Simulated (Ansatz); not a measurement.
Consider the following.

End structure of a constructed model of the (111) surface of fcc Ni, ferromagnetic, (√3x√3)R30° layer of C, one a cell, on the site that continues the host's stacking (bottom of the slab: a bare face, its two planes held):

```yaml
crystal:
  lattice:
    - [3.73286, 2.15517, 0.00000]
    - [-3.73286, 2.15517, 0.00000]
    - [0.00000, 0.00000, 28.00000]
  atoms:
    - { symbol: Ni, position: [0.00000, 0.66667, 0.29074] }
    - { symbol: Ni, position: [0.33333, 0.33333, 0.29074] }
    - { symbol: Ni, position: [0.66667, 0.00000, 0.29074] }
    - { symbol: Ni, position: [0.00000, 0.33333, 0.36331] }
    - { symbol: Ni, position: [0.33333, 0.00000, 0.36331] }
    - { symbol: Ni, position: [0.66667, 0.66667, 0.36331] }
    - { symbol: Ni, position: [0.00000, 0.00012, 0.43579] }
    - { symbol: Ni, position: [0.33345, 0.66667, 0.43579] }
    - { symbol: Ni, position: [0.66655, 0.33321, 0.43579] }
    - { symbol: Ni, position: [0.00000, 0.66667, 0.50828] }
    - { symbol: Ni, position: [0.33333, 0.33333, 0.50843] }
    - { symbol: Ni, position: [0.66667, 0.00000, 0.50843] }
    - { symbol: Ni, position: [0.00000, 0.33182, 0.58072] }
    - { symbol: Ni, position: [0.33485, 0.00151, 0.58072] }
    - { symbol: Ni, position: [0.66515, 0.66667, 0.58072] }
    - { symbol: Ni, position: [0.00000, 0.00129, 0.65541] }
    - { symbol: Ni, position: [0.33463, 0.66667, 0.65541] }
    - { symbol: Ni, position: [0.66537, 0.33204, 0.65541] }
    - { symbol: C, position: [0.00000, 0.66667, 0.69144] }
```

Model: 19-atom slab, 11.7 Å thick at the start, 10x10x1 mesh, Fermi-Dirac 0.1 eV, dipole correction, 6 atoms held, the rest relaxed; start symmetry kept, larger cells not searched; spin-polarised, ending with about 9.6 μB a cell; orders that need a larger cell were not tried, no spin-orbit, no U. It is one candidate, not shown to be the stable structure of the face.

Task: What work function of the top face does Ansatz (a first-principles code) with PBE give?

Result: 5.85 eV
